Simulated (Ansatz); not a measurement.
Symmetric slabs, relaxed from ideal cuts in 1x1 cells, of elemental solids: work function (eV) by functional, in Ansatz (plane waves, PAW). All structures are PBE's; the other columns are single points with references at the same level. No spin-orbit coupling, Hubbard U or dispersion. The rows are a random draw from the class, without slabs that broke up, higher cuts of a face and adsorbates that left their site.

| system | PBE (eV) | r2SCAN (eV) |
|---|---|---|
| hcp Be (10-12), ideal cut with outer spacing 0.44 Å | 4.61 | 4.62 |
| hcp Os (11-20), ideal cut with outer spacing 1.38 Å | 4.78 | 4.81 |
| hcp Cd (21-31), ideal cut with outer spacing 0.16 Å | 3.94 | 3.99 |
| hcp Mg (21-31), ideal cut with outer spacing 0.17 Å | 3.53 | 3.58 |
| hcp Be (11-22), ideal cut with outer spacing 0.96 Å | 4.80 | 4.84 |
| hcp Cd (11-22), ideal cut with outer spacing 1.34 Å | 3.98 | 4.02 |
| bcc Nb (211), ideal cut with outer spacing 1.35 Å | 3.81 | ? |
| fcc Ir (221), ideal cut with outer spacing 0.65 Å | 5.19 | 5.20 |

Q: Fit a straight line y = a·x + b by least squares to the 7 complete rows (x: PBE (eV); y: r2SCAN (eV)).

A: the means are x̄ = 4.4043 and ȳ = 4.4371; Σ(x − x̄)² = 2.1174 and Σ(x − x̄)(y − ȳ) = 2.0705, so a = 0.978 and b = ȳ − a·x̄ = 0.130. The largest residual is 0.018.

Q: What does the line predict for the withheld row, bcc Nb (211), ideal cut with outer spacing 1.35 Å, and what did the calculation give?

A: the line gives 3.86; the calculation gave 3.78, a miss of -0.08, larger than any residual of the fitted rows.

Ansatz is a program for electronic structure.
